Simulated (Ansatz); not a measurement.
## hypothetical simple cubic Ag with two functionals, biaxial strain −1.46 %, plane normal [001], relaxed out of plane

Base system: Ag in the simple cubic structure (space group Pm-3m, No. 221; a = 2.751 Å; a hypothetical phase, not in the database extracts checked; relaxed with 0.1 eV smearing). Axes: x, y, z lie along the cube axes.

(Cell as relaxed with PBE.)

Levels (all Ansatz, a first-principles code, PAW): PBE (420 eV, without spin-orbit coupling); PBEsol (420 eV, no SOC).

Each level relaxes its own structure.

```json
[
 {"base": "volume per atom", "PBE": "20.81 Å³", "PBEsol": "19.36 Å³"},
 {"base": "lattice parameter a", "PBE": "2.751 Å", "PBEsol": "2.685 Å"},
 {"base": "band gap", "PBE": "zero", "PBEsol": "zero"}
]
```

Modification: biaxial strain −1.46 %, plane normal [001], relaxed out of plane (Cartesian); in-plane vectors clamped, the third vector and the atoms free.

| quantity | PBE | PBEsol |
|---|---|---|
| energy relative to the base (free energy F) | +5.6 meV/atom | ? |
| mean in-plane stress (compression positive) | +3.1 GPa | ? |
| out-of-plane strain | +0.16 % | ? |

What does PBEsol give?


- energy relative to the base (free energy F), PBEsol: +6.9 meV/atom
- mean in-plane stress (compression positive), PBEsol: +4.1 GPa
- out-of-plane strain, PBEsol: +0.18 %

PBE's energy relative to the base lies 1.3 meV/atom below PBEsol's; PBE's in-plane stress lies 1.0 GPa below PBEsol's. Neither level is exact; PBEsol is the comparison here, not a measurement.

No phonon test of stability was made.
